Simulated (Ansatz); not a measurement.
Input and output of a self-consistent single point for BiSeBr (Pnma, 12 atoms in the cell) (Ansatz, a first-principles code).

Method: LDA (PW92), default PAW files made with PBE (plane waves; Ansatz).

The change in words: lattice scaled by 0.97; basis.ecutwfc: 420 eV → 250 eV. Reference geometry:
```yaml
crystal:
  lattice:
    - [8.56274, 0.00000, 0.00000]
    - [0.00000, 4.16685, 0.00000]
    - [0.00000, 0.00000, 11.01651]
  atoms:
    - { symbol: Bi, position: [0.88357, 0.25000, 0.13275] }
    - { symbol: Bi, position: [0.11643, 0.75000, 0.86725] }
    - { symbol: Bi, position: [0.61643, 0.75000, 0.63275] }
    - { symbol: Bi, position: [0.38357, 0.25000, 0.36725] }
    - { symbol: Se, position: [0.31837, 0.75000, 0.54032] }
    - { symbol: Se, position: [0.68163, 0.25000, 0.45968] }
    - { symbol: Se, position: [0.18163, 0.25000, 0.04032] }
    - { symbol: Se, position: [0.81837, 0.75000, 0.95968] }
    - { symbol: Br, position: [0.02502, 0.75000, 0.30386] }
    - { symbol: Br, position: [0.97498, 0.25000, 0.69614] }
    - { symbol: Br, position: [0.47498, 0.25000, 0.80386] }
    - { symbol: Br, position: [0.52502, 0.75000, 0.19614] }
```

Reference input (self-consistent single point, DFT, LDA (PW92), plane waves, default PAW files made with PBE): basis.ecutwfc = 420 eV; kpoints.mp_grid.grid = 3 7 3; kpoints.mp_grid.shift = 0.5 0.5 0.5; hamiltonian.xc = lda; hamiltonian.pseudopotentials = {kind: paw} (the program's default PAW files); scf.occupations.method = fermi_dirac; scf.occupations.width = 0.05 eV. This run's input differs from it in these lines:

Ansatz 0.2 input:
```diff
@@ -2,5 +2,5 @@
   lattice:
-    - [8.56274000, 0.00000000, 0.00000000]
-    - [0.00000000, 4.16685000, 0.00000000]
-    - [0.00000000, 0.00000000, 11.01651000]
+    - [8.30585800, 0.00000000, 0.00000000]
+    - [0.00000000, 4.04184400, 0.00000000]
+    - [0.00000000, 0.00000000, 10.68601500]
   atoms:
@@ -19,3 +19,3 @@
 basis:
-  ecutwfc: 420.0 eV
+  ecutwfc: 250.0 eV
 kpoints:
```

Log, with long lists cut:

```
SCF iter   1: F=—  HF=-80651.900776 eV  |F-HF|=—  |Δ(HF+E_count)|=         —  Δρ=1.04e-2  dr2=1.62e-1  ethr=1.77e-3  ⟨swp⟩=6.8  Hψ=5631  notcnv=0  defer=30
all-band conjugate gradients solve this SCF's bands
preconditioner: auto → Resta (q_TF=auto, 2.364 Å⁻¹)
SCF iter   2: F=—  HF=-80651.658111 eV  |F-HF|=—  |Δ(HF+E_count)|=   2.43e-1  Δρ=4.96e-3  dr2=4.63e-2  ethr=1.06e-4  ⟨swp⟩=2.0  Hψ=3037  notcnv=0  defer=131
   [... lines left out ...]
SCF iter   4: F=—  HF=-80651.631190 eV  |F-HF|=—  |Δ(HF+E_count)|=   1.72e-3  Δρ=4.48e-4  dr2=4.76e-4  ethr=2.85e-6  ⟨swp⟩=2.1  Hψ=1861  notcnv=0  defer=131
SCF iter   5: F=—  HF=-80651.631005 eV  |F-HF|=—  |Δ(HF+E_count)|=   1.84e-4  Δρ=5.54e-5  dr2=1.12e-5  ethr=3.13e-7  ⟨swp⟩=2.1  Hψ=1785  notcnv=0  defer=131
SCF iter   6: F=—  HF=-80651.630992 eV  |F-HF|=—  |Δ(HF+E_count)|=   1.34e-5  Δρ=1.22e-5  dr2=9.15e-7  ethr=7.38e-9  ⟨swp⟩=2.1  Hψ=2346  notcnv=0  defer=131
SCF iter   7: F=-80651.630992 eV  HF=-80651.630992 eV  |F-HF|=2.40e-8  |Δ(HF+E_count)|=   3.51e-8  Δρ=3.81e-6  dr2=8.81e-8  ethr=6.58e-11  ⟨swp⟩=11.7  Hψ=6798  notcnv=0
SCF 1 converged in 7 iterations: F = -80651.630992 eV  dr2 = 8.81e-8
Free energy (F): -80651.630992 eV
Internal energy: -80651.630992 eV  (E = F + TS)
E sigma→0 (E₀):  -80651.630992 eV
Fermi energy:    7.007471 eV
--- Forces (eV/Å), atoms counted from 1 ---
  atom   1  Bi    -0.39602490     0.00000000     0.38710933
  atom   2  Bi     0.39602490    -0.00000000    -0.38710933
  atom   3  Bi     0.39602490     0.00000000     0.38710933
  atom   4  Bi    -0.39602490    -0.00000000    -0.38710933
  atom   5  Se    -0.46691378     0.00000000     0.26091050
  atom   6  Se     0.46691378    -0.00000000    -0.26091050
  atom   7  Se     0.46691378     0.00000000     0.26091050
  atom   8  Se    -0.46691378    -0.00000000    -0.26091050
  atom   9  Br     0.19331568     0.00000000     0.17235176
   [... lines left out ...]
  atom  12  Br     0.19331568    -0.00000000    -0.17235176
--- Stress (GPa, compression-positive) ---
        0.220941      -0.000000       0.000000
       -0.000000       1.095933       0.000000
        0.000000       0.000000       0.725311
  P = ⅓ Tr σ = 0.6807 GPa (6.807 kbar)
  The stress holds the Pulay correction. Without it, at fixed plane waves, as pw.x and ABINIT print it: P = -20.2400 GPa
```

The run converged in 7 iterations. Against the reference run the free energy goes up by 497 meV/atom, the pressure goes from -3.49 to 0.68 GPa, the largest force goes from 0.280 to 0.554 eV/Å and the gap on the mesh goes from 1.770 to 1.914 eV.

The starting cell comes from a database of computed structures (which also holds hypothetical and non-ambient phases and stackings), without a prior relaxation at this level. For this run, on top of that: lattice scaled by 0.97. Spin-orbit coupling is off. Ansatz's pressure includes its estimate of the finite-basis (Pulay) stress. Without the estimate this run gives -20.24 GPa. The cutoff lies below the one recommended for these files. The shifted mesh does not hold Γ, so a gap read on it misses any band edge there.
